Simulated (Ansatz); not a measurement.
Reference: YS (Fm-3m), PBEsol, DFPT electron-phonon coupling, linearised Boltzmann equation (plane waves, PAW, scalar-relativistic; Ansatz, an electronic-structure program); geometry: relaxed with this functional, without spin-orbit coupling.

```xyz
2
Lattice="0.0000 2.7297 2.7297 2.7297 0.0000 2.7297 2.7297 2.7297 0.0000" Properties=species:S:1:pos:R:3 pbc="T T T"
Y      2.7297     2.7297     2.7297
S      0.0000     0.0000     0.0000
```

resistivity at 300 K: 19.6 μΩ·cm
mean free path at 300 K: 5.2 nm

### Question
Swap Y for La, keeping the structure type. How do these values move?

### Answer
LaS (Fm-3m): volume per atom 20.3 to 24.5 Å³; resistivity at 300 K falls (19.6 μΩ·cm to 13.9 μΩ·cm); mean free path at 300 K rises (5.2 nm to 8.4 nm).

### Question
Swap S for Se, keeping the structure type. How do these values move?

### Answer
YSe (Fm-3m): volume per atom 20.3 to 23.0 Å³; resistivity at 300 K rises (19.6 μΩ·cm to 30 μΩ·cm); mean free path at 300 K falls (5.2 nm to 3.7 nm).

### Question
Swap S for Sb, keeping the structure type. How do these values move?

### Answer
YSb (Fm-3m): volume per atom 20.3 to 28.6 Å³; resistivity at 300 K stays about the same (19.6 μΩ·cm to 18.4 μΩ·cm); mean free path at 300 K rises (5.2 nm to 29 nm).

Moves up to 13 % count as about the same. Metals; harmonic phonons alone scatter; means over directions. The mean free path is weighted by the current that each state carries. Halving the electron mesh moves these values by up to 9 %; q meshes are mostly untested. Some of the runs warned that the eigensolver left states short of its tolerance. Spin-orbit coupling is left out.

Formula and space group known from diffraction (Crystallography Open Database), not checked to be the room-temperature form: LaS (Fm-3m), YS (Fm-3m), YSb (Fm-3m), YSe (Fm-3m).
